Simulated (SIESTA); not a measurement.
Band structure of TiAl (P4/mmm, 2 atoms in the cell).

```
TiAl
1.0
    2.77618     0.00000     0.00000
    0.00000     2.77618     0.00000
    0.00000     0.00000     4.01640
Ti Al
1 1
Direct
  0.50000   0.50000   0.50000
  0.00000   0.00000   0.00000
```

Method: GGA PBE, numerical atomic orbitals TZP, PseudoDojo PBE standard norm-conserving potentials (rewritten from UPF to PSML) run with SIESTA.

Settings: XC.functional = GGA; XC.authors = PBE; potentials = PseudoDojo PBE standard; PAO.BasisSize = TZP; PAO.EnergyShift = 0.005 Ry; MeshCutoff = 400 Ry; kgrid.MonkhorstPack = 12 12 8; OccupationFunction = FD; ElectronicTemperature = 100 meV; MaxSCFIterations = 150; SCF.Mixer.Method = Pulay; SCF.Mixer.Weight = 0.25; SCF.Mixer.History = 8; SCF.DM.Tolerance = 1.0E-04.

The starting cell comes from a database of computed structures (which also holds hypothetical and non-ambient phases and stackings), without a prior relaxation at this level. Its lattice was rescaled by a random factor within 2.5 % of one. Spin polarisation is off. Values carry the incompleteness of an atom-centred basis.

Levels in eV from the Fermi level, bands 5 to 10:
| point | 5 | 6 | 7 | 8 | 9 | 10 |
|---|---|---|---|---|---|---|
| Γ | -9.25 | -1.97 | -0.93 | -0.34 | 2.27 | 2.27 |
| X | -4.68 | -4.43 | -1.83 | -0.29 | 1.81 | 2.66 |
| M | -3.31 | -0.44 | -0.41 | -0.41 | -0.28 | -0.28 |
| Z | -7.68 | -5.38 | -0.76 | 0.63 | 1.91 | 1.91 |
| R | -5.03 | -3.02 | -1.22 | -1.10 | 1.42 | 1.86 |
| A | -2.68 | -2.38 | -2.38 | 2.08 | 2.24 | 2.75 |

Bands cross the Fermi level along this path, so the cell is metallic at this level.

Higher empty bands are left out: an atom-centred basis made for the valence describes them poorly.
